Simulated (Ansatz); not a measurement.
Take Ta in the bcc (W type) structure (space group Im-3m, No. 229; a = 3.282 Å; relaxed with 0.1 eV smearing) as the base. Axes: x, y, z lie along the cube axes.

Calculations: Ansatz (an electronic-structure program), PBEsol, PAW, cutoff 420 eV, no spin-orbit coupling.

Before the change:

Shortest interatomic distance: 2.843 Å

Modification: tensor shear ε_xy = +1.14 % (engineering shear γ = 0.0228); the atoms relax in the strained cell.

**Question.** How does this affect the stress, energy relative to the base and shortest interatomic distance?

**Answer.** The stress (xx, yy, zz, yz, xz, xy; compression positive) amounts to (0.0, 0.0, 0.1, 0.0, 0.0, -1.7) GPa; the energy grows by 2.1 meV/atom; the shortest interatomic distance drops by 0.022 Å, from 2.843 Å to 2.821 Å.

Stability against distortions was not tested. All final runs are without spin polarisation.
